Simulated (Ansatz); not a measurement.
Consider PbSe in the rock salt structure (space group Fm-3m, No. 225; a = 6.178 Å).

All numbers come from DFT with r2SCAN, PAW potentials and a 500 eV plane-wave cutoff in Ansatz (a quantum-chemistry and plane-wave program), spin-orbit coupling left out.

Before the change:

| Quantity | Value |
|---|---|
| Gap character | direct at L |
| Gap between the host's bands | 0.67 eV |

One thing is altered: hole doping at 2.0×10^21 cm⁻³ (0.118 per cell), with a uniform compensating background at fixed cell and a 300 K Fermi–Dirac width.

Problem. What does the calculation give for the gap character after the change?

Solution. The gap character remains direct at L.

Problem. Predict the new gap between the host's bands.

Solution. The gap between the host's bands rises by 0.047 eV, from 0.67 eV to 0.71 eV.

Problem. Predict the new Fermi level from band edge.

Solution. The Fermi level relative to the doped band's edge (positive inside the band; to 0.05 eV) amounts to +0.50 eV.

Carriers are added with a uniform compensating background; total energy and stress of such cells depend on the potential's zero and are not compared; many-body gap narrowing is missing at this level. With Pb present, leaving out spin-orbit coupling can change the band edges. Stability against distortions was not tested.
